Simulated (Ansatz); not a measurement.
Start from MgTe in the wurtzite structure (space group P6_3mc, No. 186).

```
MgTe
1.0
    4.56087     0.00000     0.00000
   -2.28044     3.94983     0.00000
    0.00000     0.00000     7.41276
Mg Te
2 2
Direct
  0.66667   0.33333   0.00099
  0.33333   0.66667   0.50099
  0.66667   0.33333   0.62421
  0.33333   0.66667   0.12421
```

The values are results of Ansatz (a quantum-chemistry and plane-wave program) PBEsol, scalar-relativistic without spin-orbit coupling, earlier PAW set, not measurements.

Base values:

The band gap comes out as 2.39 eV and the lattice parameter a is 8.619 bohr. The width of the top valence band is 1.40 eV.

Now apply this change: a negative pressure, −1 GPa.

Question: Estimate the effect on the band gap.

Answer: The band gap drops by 0.13 eV (2.39 eV → 2.26 eV).

Question: What does the calculation give for the lattice parameter a after the change?

Answer: The lattice parameter a rises by 0.085 bohr, from 8.619 bohr to 8.704 bohr.

Question: Predict the new width of the top valence band.

Answer: The width of the top valence band falls by 0.06 eV, from 1.40 eV to 1.34 eV.

Spin-orbit coupling, missing from the scalar runs, can matter with Te. Load acts through the strain it causes; cell and atoms are relaxed under it. No phonon test of stability was made.
